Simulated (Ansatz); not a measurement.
For cubic perovskite KZnF₃, LDA (PAW; Ansatz, a quantum-chemistry and plane-wave program) gives:

```
Property                                   Value
----------------------------------  ------------
lattice constant a                       3.973 Å
bulk modulus B0                         95.6 GPa
cohesive energy                     4.37 eV/atom
band gap at the measured cell            3.62 eV
high-frequency dielectric constant          2.46
elastic constant C11                     164 GPa
elastic constant C44                    35.1 GPa
Voigt–Reuss–Hill shear modulus          40.9 GPa
```

Question: What does r²SCAN (Ansatz, PAW) give for the same quantities?

Answer: 
- lattice constant a: 4.046 Å (rises by 1.8 %)
- bulk modulus: 84.6 GPa (falls by 12 %)
- cohesive energy: 3.83 eV/atom (shrinks by 0.54 eV/atom)
- band gap at the measured cell: 4.62 eV (rises by 1.00 eV)
- high-frequency dielectric constant: 2.27 (decreases by 7.7 %)
- elastic constant C11: 145 GPa (drops by 12 %)
- elastic constant C44: 36.9 GPa (rises by 5.1 %)
- Voigt–Reuss–Hill shear modulus: 39.9 GPa (falls by 2.4 %)

For comparison: lattice constant a 4.055 Å (measured, room temperature, not corrected to a static lattice; as tabulated in Dubrovin et al. (2021), arXiv:2110.13026); bulk modulus 80 GPa (measured, temperature not stated, not corrected to a static lattice, (C11+2C12)/3; as tabulated in Vaitheeswaran et al. (2016), arXiv:1609.00541); high-frequency dielectric constant 2.17 (measured, room temperature, not corrected to a static lattice; as tabulated in Dubrovin et al. (2021), arXiv:2110.13026); elastic constant C11 134 ± 1 GPa (measured, temperature not stated, no zero-point or thermal correction; as tabulated in Vaitheeswaran et al. (2016), arXiv:1609.00541); elastic constant C44 38.1 GPa (measured, temperature not stated, no zero-point or thermal correction; as tabulated in Vaitheeswaran et al. (2016), arXiv:1609.00541).

Changes are worked out from the printed values.

Unless a cell is named, each level is at its own relaxed cell (LDA 12.54, r²SCAN 13.25 Å³/atom).

Density-functional gaps are differences of (generalised) Kohn–Sham levels.

Ansatz's density-functional and Hartree–Fock values are scalar-relativistic unless marked +SOC, with PAW data made under PBE.
